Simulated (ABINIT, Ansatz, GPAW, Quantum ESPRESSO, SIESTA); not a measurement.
Code comparison for TePd₃ (I4/mmm, 4 atoms in the cell)

Self-consistent single point, at a second geometry (lattice scaled by 0.98). First geometry:

```
CELL_PARAMETERS angstrom
     -2.20553     2.20553     3.26346
      2.20553    -2.20553     3.26346
      2.20553     2.20553    -3.26346
ATOMIC_POSITIONS crystal
  Te 0.00000 0.00000 0.00000
  Pd 0.75000 0.25000 0.50000
  Pd 0.25000 0.75000 0.50000
  Pd 0.50000 0.50000 0.00000
```

Shared settings, as Ansatz (a first-principles code) writes them: kpoints.mp_grid.grid = 9 9 9; scf.occupations.method = gaussian; scf.occupations.width = 0.2 eV. Potentials and cutoffs stand in the table.

```json
[
 {"code": "GPAW", "model": "LDA (Perdew-Wang 92), GPAW PAW datasets LDA (gpaw-data 1.0.1)", "ΔF from the first geometry (meV/atom)": "36.0", "pressure (GPa)": "12.86", "cutoff": "550 eV"},
 {"code": "Quantum ESPRESSO", "model": "LDA (PZ), PSlibrary PAW (LDA) pseudopotentials", "ΔF from the first geometry (meV/atom)": "47.3", "pressure (GPa)": "13.72", "cutoff": "40 Ry"},
 {"code": "SIESTA", "model": "LDA PW92, numerical atomic orbitals TZP, PseudoDojo LDA standard norm-conserving potentials (rewritten from UPF to PSML)", "ΔF from the first geometry (meV/atom)": "40.4", "pressure (GPa)": "13.98", "cutoff": "grid 350 Ry"},
 {"code": "Ansatz", "model": "LDA (PW92), PAW files made with PBE", "ΔF from the first geometry (meV/atom)": "37.5", "pressure (GPa)": "13.13", "cutoff": "420 eV"},
 {"code": "ABINIT", "model": "LDA (PW92), PAW (JTH v2.0 LDA PAW)", "ΔF from the first geometry (meV/atom)": "46.5", "pressure (GPa)": "14.79", "cutoff": "48 Ry"}
]
```

For Quantum ESPRESSO (by 1.3 GPa) the energy change implies a higher mean pressure, against the two pressures, than for the other programs: a sign of finite-basis (Pulay) stress.

On Ansatz's run: spin-orbit coupling is off. Spin polarisation is off.

The spread over the programs that give each value: ΔF from the first geometry within 11.3 meV/atom; pressure within 1.93 GPa.

SIESTA uses small atom-centred bases, whose incompleteness enters pressures, forces and empty levels differently from a plane-wave cutoff. Ansatz's pressure is given at a fixed set of plane waves, as the other plane-wave codes print theirs; with its correction for the finite basis it is 13.19 GPa. The same LDA comes in different parametrisations, which differ slightly. In the pressure, ABINIT (by 1.36) lies more than 1 GPa from the median of the plane-wave programs.

The starting cell comes from a database of computed structures (which also holds hypothetical and non-ambient phases and stackings), without a prior relaxation at this level. Its lattice was rescaled by a random factor within 2.5 % of one. For this run, on top of that: lattice scaled by 0.98.

Left out of this page: Elk and FLEUR (not drawn, or without a comparable value).

Keys are those of Ansatz 0.2.
